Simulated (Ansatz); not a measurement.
The starting structures come from a database of crystals and need not be the phases stable at ambient conditions.

Inside the gap of an insulator the Bloch states are evanescent, with a wavenumber k + iκ along the transport direction.

Data:

```
Cu3TaTe4
1.0
    8.42844     0.00000     0.00000
   -4.21422     7.29925     0.00000
    4.21422     2.43308     3.44090
Ta Cu Te
1 3 4
Cartesian
  0.00000   0.00000   0.00000
  4.21422   4.86616   1.72045
  6.32133   1.21654   1.72045
  2.10711   1.21654   1.72045
  2.05249   3.68116   2.55838
  6.37595   3.68116   2.55838
  8.42844   7.23618   2.55838
  4.21422   7.29925   2.64756
```

Space group of this cell: P-43m. The cell is taken as given.

Transport runs along the normal of the first two printed cell vectors, the (111) plane of the conventional cell.

The gap is the functional's own. No spin-orbit coupling. Mid-gap values are interpolated on the energy grid.

Q: Compute, with r2SCAN run with Ansatz (a first-principles code), the band gap and the smallest decay constant κ at mid-gap.

A: Gap 1.31 eV on a 10×10×10 mesh; κ = 0.201 1/Å, at the zone centre.
